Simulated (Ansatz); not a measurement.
ZnO (P6_3mc) under hydrostatic pressure: hole mass along x by PBEsol with spin-orbit coupling, rigid bands (plane waves, PAW; Ansatz, a program for electronic structure). The unloaded cell, whose axes the loads refer to:

```xyz
4
Lattice="3.2300 0.0000 0.0000 -1.6150 2.7972 0.0000 0.0000 0.0000 5.2144" Properties=species:S:1:pos:R:3 pbc="T T T"
Zn     1.6150     0.9324     2.6107
Zn     0.0000     1.8648     0.0035
O      1.6150     0.9324     4.5867
O      0.0000     1.8648     1.9795
```

| hydrostatic pressure (GPa) | volume per atom (Å³) | hole mass along x (mₑ) |
|---|---|---|
| -2 | 11.95 | 1.87 |
| 0 | 11.78 | 1.85 |
| 2 | 11.62 | 1.83 |
| 5 | 11.41 | 1.78 |
| 10 | 11.09 | ? |

Question: Fit a straight line to ln(hole mass along x) against the load over the rows given, and predict the row at 10 GPa.

Answer: The means are x̄ = 1.250 GPa and ȳ = 0.6055; Σ(x − x̄)(y − ȳ) = -0.1877 and Σ(x − x̄)² = 26.75, so the slope is -0.702 % per GPa, and the rows given lie within 0.41 % of the line. At 10 GPa the line gives 1.72 mₑ; the calculation gives 1.73 mₑ, 0.40 % from it.

Masses are for dilute carriers at 300 K, harmonic means over directions unless an axis is named. Stresses and pressures are the targets of the relaxation. The structure type is held at every load. Geometry: cell and atoms relaxed with PBEsol.
